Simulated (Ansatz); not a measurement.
Effect of 5 layers on Be

Take Be in the bcc (W type) structure (space group Im-3m, No. 229; a = 2.4927 Å; a cell from a computed database, its experimental status unchecked) as the base. Axes: x, y, z lie along the cube axes.

It is then changed as follows: a free-standing slab of 5 layers (5 atoms, 1 a layer) is cut normal to [110], with 15 Å of vacuum and the in-plane cell held at bulk.

The values are results of PBEsol (Ansatz, a first-principles code, PAW, without spin-orbit coupling), not measurements. Γ-centred 23×23×1 mesh, Fermi–Dirac width 0.05 eV, for the changed cell.

```csv
quantity,base,changed,shift
layer's space group (with vacuum),–,Cmmm (No. 65),–
shortest interatomic distance,2.159 Å,2.159 Å,0.000 Å
band gap,zero,zero,–
excess energy per area of both faces (slab less bulk energy over the cell's area: twice a surface energy) (uncertain by up to 0.2 J/m²),–,2.5 J/m²,–
thickness between the outermost nuclei,–,7.13 Å,–
change of the spacing d12 from its bulk value of 1.763 Å,–,+0.9 %,–
change of the spacing d23 from its bulk value of 1.763 Å,–,+1.3 %,–
```

Final structure:

```
CELL_PARAMETERS angstrom
      2.15873     0.00000     0.00000
     -0.71958     2.03527     0.00000
      0.00000     0.00000    22.05038
ATOMIC_POSITIONS crystal
  Be 0.25000 0.25000 0.33833
  Be 0.75000 0.75000 0.41900
  Be 0.25000 0.25000 0.50000
  Be 0.75000 0.75000 0.58100
  Be 0.25000 0.25000 0.66167
```

The excess energy carries the mismatch between the slab's and the bulk's meshes. Whether these cells are dynamically stable was not tested. This is not the structure that Be has at room temperature and ambient pressure.
